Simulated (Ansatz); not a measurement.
Reference: MgSe (Fm-3m), PBEsol with spin-orbit coupling, rigid bands (plane waves, PAW; Ansatz, a program for electronic structure); geometry: cell and atoms relaxed with PBEsol.

```
CELL_PARAMETERS angstrom
      0.00000     2.72489     2.72489
      2.72489     0.00000     2.72489
      2.72489     2.72489     0.00000
ATOMIC_POSITIONS crystal
  Mg 0.00000 0.00000 0.00000
  Se 0.50000 0.50000 0.50000
```

| Quantity | Value |
|---|---|
| band gap | 1.64 eV |
| electron conductivity mass | 0.29 mₑ |
| hole conductivity mass | 0.95 mₑ |
| Seebeck coefficient, n-type 1e19 cm⁻³ | -241 μV/K |

Question: Replace Se by S on the same sites and relax. What happens?

Answer: MgS (Fm-3m): volume per atom 20.2 to 17.4 Å³; band gap rises (1.64 eV to 2.70 eV); electron conductivity mass rises (0.29 mₑ to 0.35 mₑ); hole conductivity mass rises (0.95 mₑ to 1.19 mₑ); Seebeck coefficient, n-type 1e19 cm⁻³ rises in size (-241 μV/K to -261 μV/K).

Question: Swap Mg for Ca, keeping the structure type. How do these values move?

Answer: CaSe (Fm-3m): volume per atom 20.2 to 25.3 Å³; band gap rises (1.64 eV to 1.74 eV); electron conductivity mass rises (0.29 mₑ to 0.38 mₑ); hole conductivity mass falls (0.95 mₑ to 0.60 mₑ); Seebeck coefficient, n-type 1e19 cm⁻³ rises in size (-241 μV/K to -295 μV/K).

Moves up to 5 % count as about the same. Masses are for dilute carriers at 300 K, harmonic means over directions unless an axis is named. Seebeck coefficients are for the stated density at 300 K, with one relaxation time for all states and whether or not that doping can be reached.

Formula and space group known from diffraction (Crystallography Open Database), not checked to be the room-temperature form: CaSe (Fm-3m).
